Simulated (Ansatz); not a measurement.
## MnV2O6 (C2/m, No. 12)

Method: r²SCAN+rVV10 (Ansatz, a program for electronic structure, plane waves, PAW).

Settings: plane-wave cutoff 500 eV, 12×12×6 k mesh (along the axes of the cell as run), Fermi–Dirac smearing 0.05 eV, spin-polarised with parallel moments, scalar-relativistic PAW data made under PBE.

Cell (relaxed at this level):

```xyz
9
Lattice="4.6295 -1.7462 -0.0179 4.6295 1.7462 -0.0179 -2.6189 0.0000 6.0752" Properties=species:S:1:pos:R:3 pbc="T T T"
Mn     0.0000     0.0000     0.0000
V      6.6069     0.0000     2.1150
V      0.0330     0.0000     3.9245
O      5.7716     0.0000     0.6500
O      0.8684     0.0000     5.3895
O      8.2415     0.0000     1.7083
O     -1.6015     0.0000     4.3312
O      4.9297     0.0000     3.4022
O      1.7103     0.0000     2.6373
```

```
Quantity                       Result
--------  ---------------------------
band gap  0.52 eV (on the SCF k mesh)
```

Note: the magnetic order was assumed, not searched for or taken from measurement.

The computed numbers hold no vibrational or temperature effects.
